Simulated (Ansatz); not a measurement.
TlCl₃ (Pnma, No. 62, 16 atoms in the cell)

Calculation: PBE0 (Ansatz, a program for electronic structure, PAW).

Run with plane-wave cutoff 500 eV, 2×4×4 k mesh (along the axes of the cell as run), gaussian smearing 0.02 eV, scalar-relativistic PAW data made under PBE.

Cell (relaxed with PBEsol):

```
CELL_PARAMETERS angstrom
     10.58875     0.00000     0.00000
      0.00000     6.97003     0.00000
      0.00000     0.00000     5.87039
ATOMIC_POSITIONS crystal
  Tl 0.80654 0.75000 0.15820
  Tl 0.19346 0.25000 0.84180
  Tl 0.69346 0.25000 0.65820
  Tl 0.30654 0.75000 0.34180
  Cl 0.02131 0.75000 0.02324
  Cl 0.97869 0.25000 0.97676
  Cl 0.47869 0.25000 0.52324
  Cl 0.52131 0.75000 0.47676
  Cl 0.65920 0.00946 0.00981
  Cl 0.34080 0.99054 0.99019
  Cl 0.84080 0.99054 0.50981
  Cl 0.15920 0.00946 0.49019
  Cl 0.15920 0.49054 0.49019
  Cl 0.84080 0.50946 0.50981
  Cl 0.34080 0.50946 0.99019
  Cl 0.65920 0.49054 0.00981
```

```
Quantity                       Result
--------  ---------------------------
band gap  2.37 eV (on the SCF k mesh)
```

Note: cell and atoms aren't relaxed at this level (pressure 0.3 GPa).

Spin–orbit coupling is not included; with these elements it can move the gap by several tenths of an eV or more.

The computed numbers hold no vibrational or temperature effects.
